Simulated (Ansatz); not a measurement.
An Ansatz (a quantum-chemistry and plane-wave program) run: B6P; PBEsol (Ansatz; PAW; 420 eV plane waves; no spin-orbit coupling).

Input:

Ansatz 0.2 input:
```yaml
crystal:
  lattice:
    - [2.9847884166, 1.7232683958, 3.9296190497]
    - [-2.9847884166, 1.7232683958, 3.9296190497]
    - [0, -3.4465367916, 3.9296190497]
  atoms:
    - { symbol: B, position: [0.1838240509, 0.7175344616, 0.1838240509] }
    - { symbol: B, position: [0.8161759491, 0.2824655384, 0.8161759491] }
    - { symbol: B, position: [0.1838240509, 0.1838240509, 0.7175344616] }
    - { symbol: B, position: [0.8161759491, 0.8161759491, 0.2824655384] }
    - { symbol: B, position: [0.7175344616, 0.1838240509, 0.1838240509] }
    - { symbol: B, position: [0.2824655384, 0.8161759491, 0.8161759491] }
    - { symbol: B, position: [0.0132457077, 0.3262213762, 0.0132457077] }
    - { symbol: B, position: [0.9867542923, 0.6737786238, 0.9867542923] }
    - { symbol: B, position: [0.0132457077, 0.0132457077, 0.3262213762] }
    - { symbol: B, position: [0.9867542923, 0.9867542923, 0.6737786238] }
    - { symbol: B, position: [0.3262213762, 0.0132457077, 0.0132457077] }
    - { symbol: B, position: [0.6737786238, 0.9867542923, 0.9867542923] }
    - { symbol: P, position: [0.4050559854, 0.4050559854, 0.4050559854] }
    - { symbol: P, position: [0.5949440146, 0.5949440146, 0.5949440146] }
basis: { ecutwfc: 420, ecutrho_ratio: 4, xc_grid: 2, fft_grid_basis: typed }
kpoints: { mp_grid: { grid: [6, 6, 6] } }
hamiltonian:
  xc: pbesol
  dispersion: none
  pseudopotentials: { kind: paw }
scf: { occupations: { method: fermi_dirac, width: 0.05 }, convergence: { dr2_threshold: 0.0000000014 } }
output: { forces: true, stress: true }
```

Output (explanatory and most iteration lines left out):

```
Pseudopotential: B, paw, valence charge 3
Pseudopotential: P, paw, valence charge 5
Crystal: 14 atoms, lattice volume = 121.274 Å³
Basis set: ecut = 420 eV, 2365 PW (Γ), exchange–correlation on 72×72×72 points (8 copies of the dense FFT grid, shifted against one another)
Bands: 37, of which v1, the nominal top of the filled ones, is band 23 counted from 1 (22 counted from 0)
Symmetry: 12 space group operations
Space group: R-3m (ITA 166), of the structure as read, at distance tolerance 4.9e-5 Å
k-points: 32 of 216
Functional: x = pbesol(κ = 0.804, μ = 0.12345679012345678), c = pbesol(β = 0.046)
SCF iter   1: F=—  HF=-3316.196192 eV  |F-HF|=—  |Δ(HF+E_count)|=         —  Δρ=6.16e-3  dr2=9.82e-2  ethr=1.77e-3  ⟨swp⟩=6.2  Hψ=6126  notcnv=0  defer=44
SCF iter   2: F=—  HF=-3316.171185 eV  |F-HF|=—  |Δ(HF+E_count)|=   2.50e-2  Δρ=3.10e-3  dr2=2.06e-2  ethr=2.13e-4  ⟨swp⟩=2.0  Hψ=1621  notcnv=0  defer=219
SCF 1 converged in 8 iterations: F = -3316.164842 eV  dr2 = 4.52e-11
SCF converged after 8 iterations
Free energy (F): -3316.164842 eV
Internal energy: -3316.164842 eV  (E = F + TS)
E sigma→0 (E₀):  -3316.164842 eV
Fermi energy:    9.003216 eV
--- Forces (eV/Å), atoms counted from 1 ---
  atom   1  B      0.00048758    -0.00028151     0.00037115
  atom   2  B     -0.00048758     0.00028151    -0.00037115
  atom   3  B      0.00000000     0.00056301     0.00037115
  atom   4  B      0.00000000    -0.00056301    -0.00037115
  atom   5  B     -0.00048758    -0.00028151     0.00037115
  atom   6  B      0.00048758     0.00028151    -0.00037115
  atom   7  B     -0.00112200     0.00064779     0.00096992
  atom   8  B      0.00112200    -0.00064779    -0.00096992
  atom   9  B     -0.00000000    -0.00129558     0.00096992
  atom  10  B     -0.00000000     0.00129558    -0.00096992
  atom  11  B      0.00112200     0.00064779     0.00096992
  atom  12  B     -0.00112200    -0.00064779    -0.00096992
  atom  13  P      0.00000000     0.00000000    -0.00097337
  atom  14  P      0.00000000    -0.00000000     0.00097337
--- Stress (GPa, compression-positive) ---
       -0.006767       0.000000       0.000000
        0.000000      -0.006767       0.000000
        0.000000       0.000000       0.000862
  P = ⅓ Tr σ = -0.0042 GPa (-0.042 kbar)
```

Stability against distortions was not tested. The cell is B$_{6}$P (space group R-3m, No. 166; a cell from a computed database, its experimental status unchecked).
